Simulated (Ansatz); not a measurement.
TiMo3 (model structure, started from the Cu3Au type, Pm-3m, No. 221, 4 atoms in the cell)

Calculation: r²SCAN in Ansatz (PAW).

Settings: plane-wave cutoff 560 eV, 14×14×14 k mesh, Fermi–Dirac smearing 0.05 eV, no spin polarisation, scalar-relativistic PAW data made under PBE.

Cell (relaxed at this level):

Mo$_{3}$Ti is modelled in the cubic space group Pm-3m (No. 221), the Cu3Au type structure, Pearson symbol cP4. Lattice parameters: a = b = c = 4.004 Å, α = β = γ = 90.00°. Mo on 3c is coordinated by 4 Ti at 2.831 Å and 8 Mo at 2.831 Å (cuboctahedral). Ti on 1a sees 12 Mo at 2.831 Å (cuboctahedral). (Neighbours: up to the widest gap in distance over summed covalent radii, below 1.35, at either atom.)

For TiMo3 (model structure, started from the Cu3Au type, Pm-3m, No. 221, 4 atoms in the cell), the bulk modulus B0 is 211 GPa.

Note: the run has no spin polarisation, so it can have missed a magnetic state; the bulk modulus is −V dP/dV from two relaxed cells at ±2 % in volume; the relaxation could raise the start's symmetry but not lower it, so the cell can be a saddle point.

Computing time: about 3 core-minutes (a rough figure).

A model structure was made by putting elements into a prototype or built by hand; it is no filed structure, need not be a known phase, and can be a saddle point held by its symmetry.

Ansatz is an electronic-structure program.
